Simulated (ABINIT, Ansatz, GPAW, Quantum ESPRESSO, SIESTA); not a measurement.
Code comparison for BW (I4_1/amd, 8 atoms in the cell)

Self-consistent single point.

```yaml
crystal:
  lattice:
    - [-1.54990, 1.54990, 8.37606]
    - [1.54990, -1.54990, 8.37606]
    - [1.54990, 1.54990, -8.37606]
  atoms:
    - { symbol: B, position: [0.40631, 0.90631, 0.50000] }
    - { symbol: B, position: [0.65631, 0.65631, 0.00000] }
    - { symbol: B, position: [0.34369, 0.34369, 0.00000] }
    - { symbol: B, position: [0.09369, 0.59369, 0.50000] }
    - { symbol: W, position: [0.55312, 0.05312, 0.50000] }
    - { symbol: W, position: [0.80312, 0.80312, 0.00000] }
    - { symbol: W, position: [0.19688, 0.19688, 0.00000] }
    - { symbol: W, position: [0.94688, 0.44688, 0.50000] }
```

All programs got the same cell, k-point mesh and kind of occupations (in Ansatz's words: kpoints.mp_grid.grid = 7 7 7; scf.occupations.method = fermi_dirac; scf.occupations.width = 0.0073 Ry); potentials, basis and cutoffs are each program's usual ones.

```
code                                                                                                                                      model  pressure (GPa)  largest force (eV/Å)  k-points       cutoff
----------------  -----------------------------------------------------------------------------------------------------------------------------  --------------  --------------------  --------  -----------
GPAW                                                                                      PBEsol, GPAW PAW datasets PBEsol (made by gpaw-setup)               –                 0.059        40       900 eV
Quantum ESPRESSO                                                                           PBEsol, GBRV 1.5 ultrasoft (PBESOL) pseudopotentials            5.17                 0.065        40        40 Ry
Ansatz                                                                                                          PBEsol, PAW files made with PBE            7.36                 0.052        40      default
SIESTA            GGA PBEsol, numerical atomic orbitals DZP, PseudoDojo PBEsol standard norm-conserving potentials (rewritten from UPF to PSML)           10.26                 0.119       172  grid 300 Ry
ABINIT                                                           PBEsol, norm-conserving pseudopotentials (PseudoDojo nc-sr-04 PBEsol standard)            7.85                 0.067        40        38 Ha
```

Size of the force on each atom (eV/Å): Sizes of forces hide their directions.

| code | B1 | B2 | B3 | B4 | W5 | W6 | W7 | W8 |
|---|---|---|---|---|---|---|---|---|
| GPAW | 0.016 | 0.016 | 0.016 | 0.016 | 0.059 | 0.059 | 0.059 | 0.059 |
| Quantum ESPRESSO | 0.020 | 0.020 | 0.020 | 0.020 | 0.065 | 0.065 | 0.065 | 0.065 |
| Ansatz | 0.017 | 0.017 | 0.017 | 0.017 | 0.052 | 0.052 | 0.052 | 0.052 |
| SIESTA | 0.119 | 0.119 | 0.119 | 0.119 | 0.003 | 0.003 | 0.003 | 0.003 |
| ABINIT | 0.024 | 0.024 | 0.024 | 0.024 | 0.067 | 0.067 | 0.067 | 0.067 |

A dash marks a value that a program does not give, or that is left out as unsure.

The spread over the programs that give each value: pressure within 5.09 GPa; largest force within 0.067 eV/Å.

The starting cell comes from a database of computed structures (which also holds hypothetical and non-ambient phases and stackings), without a prior relaxation at this level. Its lattice was rescaled by a random factor within 2.5 % of one. On Ansatz's run: Spin-orbit coupling is off. Spin polarisation is off. In the base run, with a pressure of about 7 GPa the cell is away from its equilibrium volume at this level.

Task: Why do the programs differ, and what cannot be compared?

Result: Differences of this kind can come from the potentials, where these differ, and from what each basis and cutoff leave unconverged. The zero of total energies and Fermi levels follows the potentials and each program's conventions, so they are not compared here. SIESTA uses small atom-centred bases, whose incompleteness enters pressures, forces and empty levels differently from a plane-wave cutoff. Ansatz's pressure is given at a fixed set of plane waves, as the other plane-wave codes print theirs; with its correction for the finite basis it is 7.49 GPa. Ansatz's smearing width was typed in Ry to four decimals, so it matches the others to a few per cent. The pressure of GPAW is left out: its cutoff lies under the one at which its stress was checked. The programs reduce the same mesh by symmetry to different extents, which changes the work and not the result. In the pressure, Quantum ESPRESSO (by 2.19) and SIESTA (by 2.90) lie more than 1 GPa from the median of the plane-wave programs. In the force vectors, SIESTA (by 0.100) lies more than 0.08 eV/Å from the median of the plane-wave programs.

Left out of this page: FLEUR (not drawn, or without a comparable value).

Ansatz is a first-principles code.

Keys are those of Ansatz 0.2.
